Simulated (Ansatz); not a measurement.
Worked calculations on one periodic cell of amorphous hafnium silicate (Hf6Si14O40): Hf6Si14O40, 60 atoms, volume 803.2 Å³, made by a melt-quench on the CHGNet potential and relaxed with DFT. O atoms were pushed apart under 1.9 Å during the dynamics, to hinder bonds among them. It is a model cell: composition and starting density were chosen by hand, and all elements were melted together. Cycles of charging were run to anneal it. Computed with PBE, scalar-relativistic without spin-orbit coupling (plane waves to 420 eV, PAW; Ansatz, a program for electronic structure). Sampling: a 2×2×2 Γ-centred mesh; Fermi-Dirac width 0.02 eV; no spin polarisation. Its volume was held where the quench left it, its shape was free, and it stands at a mean pressure of 2.6 GPa with stress components up to 2.6 GPa; the relaxation ran on the zone centre alone. Its density went from a set 4.35 to 4.35 g/cm³. The cell is small and was quenched far faster than a real film, so it is one sample of the glass.

Problem. Count formal charges (Hf +4, Si +4, O -2). What does the count lead one to expect at the Fermi level, and what does the calculation give?

Solution. 6 × (+4) + 14 × (+4) + 40 × (-2) = 0. The charges balance, so the anion-derived valence states can be full and a gap can open. On this mesh the highest filled and lowest empty level lie 4.58 eV apart, the PBE gap of this cell, with a localised state at one edge or both.

Four energies for an added electron at PBE on the zone centre alone (charged cells in a uniform background, spin-polarised): neutral at the neutral geometry -125996.478 eV; charged at the neutral geometry -125986.791 eV; charged and relaxed -125987.255 eV; neutral at the charged geometry -125995.591 eV.

Problem. Find the two relaxation energies and their sum, the reorganisation energy.

Solution. On charging: -125986.791 − (-125987.255) = 0.464 eV. On discharging: -125995.591 − (-125996.478) = 0.887 eV. The sum is 1.351 eV. The carrier's level spreads over 3 of the 60 atoms' worth, so it counts as localised, most on one Hf atom with neighbours O 1.94 Å, O 1.96 Å, O 2.14 Å, O 2.22 Å, O 2.28 Å, O 2.37 Å (neutral geometry). The values are uncorrected: the image energy of a point charge in this cell, 2.84 × 14.40 / (2 × 9.3) = 2.2 eV before screening, is screened by electrons alone at the fixed geometry and by ions too after relaxing, and the carrier can be spread before it relaxes, so each term can be off by up to that value times 1/ε∞, some tenths of an eV. PBE's self-interaction favours spread-out carriers, so a hybrid can localise more.

Four energies for a hole at PBE on the zone centre alone (charged cells in a uniform background, spin-polarised): neutral at the neutral geometry -125996.478 eV; charged at the neutral geometry -126001.412 eV; charged and relaxed -126001.582 eV; neutral at the charged geometry -125995.703 eV.

Problem. Find the two relaxation energies and their sum, the reorganisation energy.

Solution. On charging: -126001.412 − (-126001.582) = 0.170 eV. On discharging: -125995.703 − (-125996.478) = 0.775 eV. The sum is 0.945 eV. The carrier's level spreads over 4 of the 60 atoms' worth, so it counts as localised, most on one O atom with neighbours Si 1.62 Å, Hf 1.97 Å (neutral geometry). The values are uncorrected: the image energy of a point charge in this cell, 2.84 × 14.40 / (2 × 9.3) = 2.2 eV before screening, is screened by electrons alone at the fixed geometry and by ions too after relaxing, and the carrier can be spread before it relaxes, so each term can be off by up to that value times 1/ε∞, some tenths of an eV. PBE's self-interaction favours spread-out carriers, so a hybrid can localise more.
